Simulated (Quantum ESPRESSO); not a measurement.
# Several settings converged on TaN (P3m1, 2 atoms in the cell)

```yaml
crystal:
  lattice:
    - [2.94876, 0.00000, 0.00000]
    - [-1.47438, 2.55370, 0.00000]
    - [0.00000, 0.00000, 2.89885]
  atoms:
    - { symbol: Ta, position: [0.00000, 0.00000, 0.51725] }
    - { symbol: N, position: [0.66667, 0.33333, 0.00000] }
```

Base method: PBEsol, PseudoDojo standard norm-conserving (PBESOL) pseudopotentials (plane waves; Quantum ESPRESSO).

Base settings: ecutwfc = 85 Ry; occupations = smearing; smearing = fermi-dirac; degauss = 0.0073499 Ry; potentials = {Ta: Ta.upf, N: N.upf}; K_POINTS = automatic 5 5 4 0 0 0; conv_thr = 1e-10 Ry.

The count of work is k-points × plane waves × bands × iterations; it is no time. 

**The cutoff for other potential files**

Level: DFT, PBEsol, plane waves, SSSP 1.1.2 efficiency (PBE) pseudopotentials.

In this ladder: pseudopotentials = {Ta: Ta_pbe_v1.uspp.F.UPF, N: N.pbe-n-radius_5.UPF}; input_dft = pbesol. Moved along: ecutrho.

The second cell is the first with its lattice scaled by 0.98.

The mesh stays at the base's, so the ladder's end is converged at best in this setting alone.

Only quantities that move along the ladder and can be compared are tabulated.

| ecutwfc | free energy less the last step's (meV/atom) | energy of the compressed cell less the first (meV/atom) | pressure (GPa) | largest difference of a force vector from the last step's (eV/Å) | count of work / last |
|---|---|---|---|---|---|
| 20 Ry | 1443.38 | 44.58 | -85.33 | 0.056 | 0.079 |
| 25 Ry | 392.10 | 22.81 | -25.52 | 0.043 | 0.13 |
| 31 Ry | 135.71 | 15.87 | -14.01 | 0.019 | 0.15 |
| 38 Ry | 44.33 | 12.48 | -10.17 | 0.001 | 0.21 |
| 45 Ry | 18.11 | 11.89 | -8.59 | 0.002 | 0.32 |
| 54 Ry | 9.04 | 12.08 | -8.03 | 0.001 | 0.47 |
| 68 Ry | 2.80 | 12.23 | -7.92 | 0.000 | 0.71 |
| 90 Ry | 0.00 | 12.18 | -7.72 | 0.000 | 1.0 |

Coarsest ecutwfc that holds the energy of the compressed cell less the first within 1 meV/atom of the last step, with all finer ones: 38 Ry, at 0.21 of the last step's count of work; the step before is off by 3.7 meV/atom.

Coarsest ecutwfc that holds the free energy within 5 meV/atom: not settled: the last two steps still differ by 2.8 meV/atom, over half the tolerance, so the ladder does not show it.

Coarsest ecutwfc that holds the forces within 0.01 eV/Å of the last step, with all finer ones: 38 Ry, at 0.21 of the last step's count of work; the step before is off by 0.019 eV/Å.

At the lowest cutoff the pressure lies 77.6 GPa under the last step's, the usual sign of Pulay stress in an incomplete plane-wave basis.

**The cutoff for other potential files**

Level: DFT, PBEsol, plane waves, SSSP 1.1.2 precision (PBE) pseudopotentials.

In this ladder: pseudopotentials = {Ta: Ta_pbe_v1.uspp.F.UPF, N: N.oncvpsp.upf}; input_dft = pbesol. Moved along: ecutrho.

The second cell is the first with its lattice scaled by 0.98.

The mesh stays at the base's, so the ladder's end is converged at best in this setting alone.

Only quantities that move along the ladder and can be compared are tabulated.

```tsv
ecutwfc	free energy less the last step's (meV/atom)	energy of the compressed cell less the first (meV/atom)	pressure (GPa)	largest difference of a force vector from the last step's (eV/Å)	count of work / last
34 Ry	1312.49	30.09	-54.95	0.046	0.11
41 Ry	572.57	10.50	-36.62	0.019	0.14
52 Ry	121.68	11.31	-17.32	0.002	0.23
64 Ry	16.29	10.80	-9.88	0.003	0.32
75 Ry	2.35	10.80	-8.28	0.000	0.40
90 Ry	0.86	10.84	-8.03	0.000	0.52
112 Ry	0.30	10.83	-8.04	0.000	0.65
150 Ry	0.00	10.83	-8.03	0.000	1.0
```

Coarsest ecutwfc that holds the pressure within 0.05 GPa of the last step, with all finer ones: 90 Ry; the step before is off by 0.25 GPa.

Coarsest ecutwfc that holds the energy of the compressed cell less the first within 2 meV/atom of the last step, with all finer ones: 41 Ry, at 0.14 of the last step's count of work; the step before is off by 19 meV/atom.

Coarsest ecutwfc that holds the forces within 0.005 eV/Å of the last step, with all finer ones: 52 Ry, at 0.23 of the last step's count of work; the step before is off by 0.019 eV/Å.

The energy difference between the two cells stays within 1 meV/atom of the last step's from 41 Ry on, the total only from 90 Ry on: much of the error is common to both cells and cancels.

At the lowest cutoff the pressure lies 46.9 GPa under the last step's, the usual sign of Pulay stress in an incomplete plane-wave basis.

**The relaxed cell against the cutoff**

On TaN (P-6m2, 2 atoms in the cell): atoms on their sites.

In this ladder: calculation = vc-relax; tprnfor = default; tstress = default.

The mesh stays at the base's, so the ladder's end is converged at best in this setting alone.

Only quantities that move along the ladder and can be compared are tabulated.

| ecutwfc | relaxed volume (Å³/atom) | relaxation steps |
|---|---|---|
| 42 Ry | 9.996 | 4 |
| 51 Ry | 10.361 | 3 |
| 59 Ry | 10.524 | 4 |
| 72 Ry | 10.612 | 3 |
| 85 Ry | 10.620 | 3 |
| 102 Ry | 10.620 | 3 |
| 128 Ry | 10.620 | 3 |
| 170 Ry | 10.620 | 3 |

Coarsest ecutwfc that holds the relaxed volume within 0.053 Å³/atom of the last step, with all finer ones: 72 Ry; the step before is off by 0.096 Å³/atom.

At the lowest cutoff the cell relaxes to a volume 5.9 % smaller than at the highest.

On the base run: the starting cell comes from a database of computed structures (which also holds hypothetical and non-ambient phases and stackings), without a prior relaxation at this level. Its lattice was rescaled by up to half a per cent. One atom was moved a little off its site on purpose. Spin polarisation is off. Without a gap this mesh is coarse (it stands for a supercell whose shortest vector is 12 Å).
